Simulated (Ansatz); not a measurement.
## A computed series for WSi2: response to strain

Take WSi2 (space group I4/mmm, No. 139; a = 3.1853 Å, c = 7.7731 Å; relaxed with 0.1 eV smearing) as the base.

Strains are applied to the cell and any free atomic positions relax.

Level of theory: LDA, PAW, 420 eV (Ansatz, a program for electronic structure; no spin-orbit coupling).

Notes on the quantities. energy relative to the base: free energy F.

| isotropic strain (%) | energy relative to the base (meV/atom) |
|---|---|
| -3 | 88.1 |
| -2.5 | 60.1 |
| -2 | 37.8 |
| -1 | 9.1 |
| -0.5 | 2.2 |
| 0 | 0.0 |
| 1 | 8.5 |
| 1.5 | ? |
| 3 | 71.6 |

**Question.** Fit ΔE = Aε² + Bε³ (ε in %) to the rows shown and predict the withheld row.

**Answer.** Least squares on the printed values gives A = 8.87 and B = -0.30 meV/atom (largest residual 0.1 meV/atom); this predicts 18.9 meV/atom, and the run gives 18.9 meV/atom, in agreement.

No phonon test of stability was made. All final runs are without spin polarisation.
